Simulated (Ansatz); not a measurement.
## How far to go with the k-point mesh: CdPt (P4mm, 2 atoms in the cell)

```
CELL_PARAMETERS angstrom
      2.97650     0.00000     0.00000
      0.00000     2.97650     0.00000
      0.00000     0.00000     3.83451
ATOMIC_POSITIONS crystal
  Cd 0.00000 0.00000 0.01304
  Pt 0.50000 0.50000 0.50000
```

Method of the run: PBEsol, default PAW files made with PBE (plane waves; Ansatz, an electronic-structure program).

Base settings: basis.ecutwfc = 420 eV; kpoints.mp_grid.grid = 11 11 9; hamiltonian.xc = pbesol; hamiltonian.pseudopotentials = {kind: paw} (the program's default PAW files); scf.occupations.method = fermi_dirac; scf.occupations.width = 0.1 eV.

The second cell is the first with its lattice scaled by 0.98.

Only quantities that move along the ladder and can be compared are tabulated.

The count of work is k-points × plane waves × bands × iterations; it is no time. 

The starting cell comes from a database of computed structures (which also holds hypothetical and non-ambient phases and stackings), without a prior relaxation at this level. Its lattice was rescaled by up to half a per cent. One atom was moved a little off its site on purpose. Spin polarisation is off. In the base run, with a pressure of about -3 GPa the cell is away from its equilibrium volume at this level. Ansatz's pressure includes its estimate of the finite-basis (Pulay) stress.

Steps (kpoints.mp_grid.grid): 2 2 2; 3 3 2; 3 3 3; 4 4 3; 4 4 4; 5 5 4; 6 6 5; 7 7 6; 8 8 6; 9 9 7; 10 10 8; 11 11 8; 11 11 9; 12 12 9; 13 13 10; 14 14 11; 16 16 12; 18 18 14; 19 19 15; 22 22 17; 24 24 19; 26 26 21; 29 29 23; 33 33 25; 36 36 28.

What is the coarsest kpoints.mp_grid.grid that holds the pressure within 0.1 GPa of the last step, with all finer ones?

8 8 6, at 0.021 of the last step's count of work; the step before is off by 0.13 GPa.

What is the coarsest kpoints.mp_grid.grid that holds the free energy within 0.5 meV/atom of the last step, with all finer ones?

13 13 10, at 0.059 of the last step's count of work; the step before is off by 1.2 meV/atom.

What is the coarsest kpoints.mp_grid.grid that holds the forces within 0.01 eV/Å of the last step, with all finer ones?

6 6 5, at 0.0090 of the last step's count of work; the step before is off by 0.013 eV/Å.

| kpoints.mp_grid.grid | free energy less the last step's (meV/atom) | energy of the compressed cell less the first (meV/atom) | pressure (GPa) | largest difference of a force vector from the last step's (eV/Å) | count of work / last |
|---|---|---|---|---|---|
| 2 2 2 | 703.20 | 61.10 | 3.85 | 0.042 | 0.0021 |
| 3 3 2 | -46.86 | 4.22 | -4.30 | 0.011 | 0.0021 |
| 3 3 3 | 7.53 | 18.81 | -2.14 | 0.021 | 0.0018 |
| 4 4 3 | 34.55 | 12.64 | -2.95 | 0.014 | 0.0048 |
| 4 4 4 | 5.01 | 10.54 | -3.39 | 0.029 | 0.0054 |
| 5 5 4 | -3.25 | 12.27 | -3.11 | 0.013 | 0.0063 |
| 6 6 5 | -6.03 | 11.51 | -3.18 | 0.000 | 0.0090 |
| 7 7 6 | 2.73 | 13.23 | -2.96 | 0.005 | 0.014 |
| 8 8 6 | -1.45 | 11.77 | -3.15 | 0.005 | 0.021 |
| 9 9 7 | 0.58 | 12.43 | -3.07 | 0.001 | 0.021 |
| 10 10 8 | 0.61 | 12.02 | -3.12 | 0.002 | 0.037 |
| 11 11 8 | 0.74 | 12.39 | -3.08 | 0.001 | 0.037 |
| 11 11 9 | 0.24 | 12.24 | -3.10 | 0.001 | 0.037 |
| 12 12 9 | -1.22 | 11.93 | -3.15 | 0.001 | 0.049 |
| 13 13 10 | 0.24 | 12.24 | -3.10 | 0.000 | 0.059 |
| 14 14 11 | -0.15 | 12.42 | -3.07 | 0.001 | 0.076 |
| 16 16 12 | -0.31 | 12.22 | -3.10 | 0.000 | 0.11 |
| 18 18 14 | -0.12 | 12.32 | -3.09 | 0.000 | 0.15 |
| 19 19 15 | 0.06 | 12.20 | -3.10 | 0.000 | 0.15 |
| 22 22 17 | -0.06 | 12.27 | -3.09 | 0.000 | 0.25 |
| 24 24 19 | -0.02 | 12.29 | -3.09 | 0.000 | 0.32 |
| 26 26 21 | 0.01 | 12.29 | -3.09 | 0.000 | 0.41 |
| 29 29 23 | 0.01 | 12.28 | -3.09 | 0.000 | 0.51 |
| 33 33 25 | 0.00 | 12.27 | -3.09 | 0.000 | 0.70 |
| 36 36 28 | 0.00 | 12.28 | -3.09 | 0.000 | 1.0 |

The energy difference between the two cells stays within 1 meV/atom of the last step's from 5 5 4 on, the total only from 13 13 10 on: much of the error is common to both cells and cancels.

Keys are those of Ansatz 0.2.
